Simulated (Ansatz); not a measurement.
LiF (Pm-3m), Ansatz (a first-principles code) with PBEsol, rigid bands: N_v = 5.61e20 cm⁻³ at 300 K and a hole conductivity mass of 2.14 mₑ.

Q: For 1e16 holes per cm³ at 300 K, place the Fermi level, estimate the Seebeck coefficient of a parabolic band with constant τ, and give mobility and conductivity for τ = 50 fs.

A: The level lies k_BT ln(N_v/p) = 0.283 eV above the valence-band maximum. S ≈ +(k_B/e)[ln(N_v/p) + 5/2] = 1158 μV/K, against 1162 μV/K from the full bands (mean over directions). μ = eτ/m = 41.1 cm²/(V·s) and σ = peμ = 0.0658 S/cm. τ is assumed, not computed.

Band transport and this doping are assumed; polarons and phonon drag are left out. Spin-orbit coupling is left out.

Computed structure with no diffraction record at hand here (it may be known, metastable or hypothetical): LiF (Pm-3m).
